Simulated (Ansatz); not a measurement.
Li on the 1x1 (111) surface of fcc Ag, one in a 1x1 cell, energies for each (7.5 Å²). Energies are against an atom of bcc Li, without zero-point or thermal terms; each row is named by its start.

All values below come from PBE (plane waves to 420 eV, PAW; Ansatz, a program for electronic structure).

Slab: 5 atoms, 7.1 Å thick at the start under the adsorbate (thin: gaps and levels are the slab's own); k 12x12x1, smearing 0.1 eV, dipole-corrected; 2 atoms held, the rest relaxed; each run with such symmetry as its start has; no spin, no spin-orbit, no U, no dispersion correction.

A negative adsorption energy means that the adsorbate is more stable on the surface than in its reference. Heights count from the host atoms within 0.3 Å of the top one.

```
starting site                           E_ads (eV)  height (Å)  nearest host atom (Å)  bonded to  Δ work function (eV)  lateral drift (Å)
--------------------------------------  ----------  ----------  ---------------------  ---------  --------------------  -----------------
top Ag                                           …        2.54                Ag 2.54         Ag                     …                0.0
hollow Ag-Ag-Ag over Ag at depth 2.4 Å       -0.22        2.10                Ag 2.70       3 Ag                 -0.94                0.0
hollow Ag-Ag-Ag over Ag at depth 4.7 Å       -0.23        2.10                Ag 2.70       3 Ag                 -0.95                0.0
bridge Ag-Ag (span 2.9 Å)                    -0.23        2.10                Ag 2.69       3 Ag                 -0.95                0.8
```

Q: What belongs in the gaps?

A: 
- top Ag, E_ads (eV): 0.04
- top Ag, Δ work function (eV): -0.60
